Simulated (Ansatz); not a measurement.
## LaN (space group Pnma, No. 62; a hypothetical phase, not in the database extracts checked)

```
CELL_PARAMETERS angstrom
     10.62418     0.00000     0.00000
      0.00000     3.76090     0.00000
      0.00000     0.00000     3.75807
ATOMIC_POSITIONS crystal
  La 0.62389 0.75000 0.76058
  La 0.87611 0.25000 0.26058
  La 0.37611 0.25000 0.23942
  La 0.12389 0.75000 0.73942
  N  0.37927 0.75000 0.77508
  N  0.12073 0.25000 0.27508
  N  0.62073 0.25000 0.22492
  N  0.87927 0.75000 0.72492
```

Calculations: PBE (Ansatz, a quantum-chemistry and plane-wave program; PAW; 420 eV plane waves; without spin-orbit coupling). Γ-centred 3×9×9 mesh, Fermi–Dirac width 0.05 eV.

| Property | Value |
|---|---|
| Volume per atom | 18.77 Å³ |
| Density | 6.76 g/cm³ |
| Band gap | 0.20 eV, indirect, Γ → T |
| Lowest conduction-band minima above the VBM | T (0, 1/2, 1/2) 0.20 eV; Γ 0.38 eV |
| Total energy | -3318.326 eV/atom (σ→0; compares only within this code and set-up) |

Stability against distortions was not tested. A zero or small gap of LaN can be the functional's error rather than a property of the material.
